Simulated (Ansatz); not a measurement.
Take PbTe in the rock salt structure (space group Fm-3m, No. 225) as the base.

```
PbTe
1.0
    0.00000     3.26715     3.26715
    3.26715     0.00000     3.26715
    3.26715     3.26715     0.00000
Te Pb
1 1
Direct
  0.50000   0.50000   0.50000
  0.00000   0.00000   0.00000
```

Method: Kohn–Sham DFT with the r2SCAN functional, run in Ansatz (a program for electronic structure) with PAW and 500 eV plane waves, no spin-orbit coupling.

One change was made to it. Results:

| quantity | base | after |
|---|---|---|
| density | 7.97 g/cm³ | 8.13 g/cm³ |
| hole mass | 0.57 mₑ along k, 0.088 mₑ across (at L) | 0.54 mₑ along k, 0.081 mₑ across (at L) |

### Question
Which change produced these results?
A) pressure 15 GPa
B) pressure 0.9 GPa
C) pressure −2 GPa

### Answer
B, pressure 0.9 GPa. For comparison, the hole mass in the other runs: pressure 15 GPa gives 0.25 mₑ along k, 0.028 mₑ across (at L); pressure −2 GPa gives 0.64 mₑ along k, 0.11 mₑ across (at L).

With Pb and Te present, leaving out spin-orbit coupling can change the band edges. The levels and masses belong to the bands next to the band gap. Load acts through the strain it causes; cell and atoms are relaxed under it. Effective masses come from finite differences of ±0.01 Å⁻¹. Along k means along the line from Γ to the band edge. Stability against distortions was not tested. Competing high-pressure phases were not computed.
